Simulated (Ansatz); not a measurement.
**A computed series for MgS: response to strain**

Consider MgS in the rock salt structure (space group Fm-3m, No. 225; a = 5.1292 Å). Axes: x, y, z lie along the cube axes.

Strains are applied to the cell and any free atomic positions relax; under biaxial strain the out-of-plane vector relaxes too.

Computed with LDA in Ansatz (plane waves to 420 eV, PAW, no spin-orbit coupling).

```json
[
 {"biaxial strain, plane normal [001], relaxed out of plane (%)": "-3", "out-of-plane strain (%)": "1.65"},
 {"biaxial strain, plane normal [001], relaxed out of plane (%)": "-2.5", "out-of-plane strain (%)": "1.36"},
 {"biaxial strain, plane normal [001], relaxed out of plane (%)": "-2", "out-of-plane strain (%)": "1.08"},
 {"biaxial strain, plane normal [001], relaxed out of plane (%)": "-1.5", "out-of-plane strain (%)": "0.80"},
 {"biaxial strain, plane normal [001], relaxed out of plane (%)": "-1", "out-of-plane strain (%)": "0.53"},
 {"biaxial strain, plane normal [001], relaxed out of plane (%)": "-0.5", "out-of-plane strain (%)": "?"},
 {"biaxial strain, plane normal [001], relaxed out of plane (%)": "0", "out-of-plane strain (%)": "0.00"}
]
```

Q: Fit ε⊥ = −νε + γε² (strains in %) to the rows shown and predict the withheld row.

A: Least squares on the printed values gives ν = 0.52 (the biaxial Poisson response) and γ = 0.010 (largest residual 0.00 %); this predicts 0.26 %, and the run gives 0.26 %, in agreement.

Whether these cells are dynamically stable was not tested.

Ansatz is a quantum-chemistry and plane-wave program.
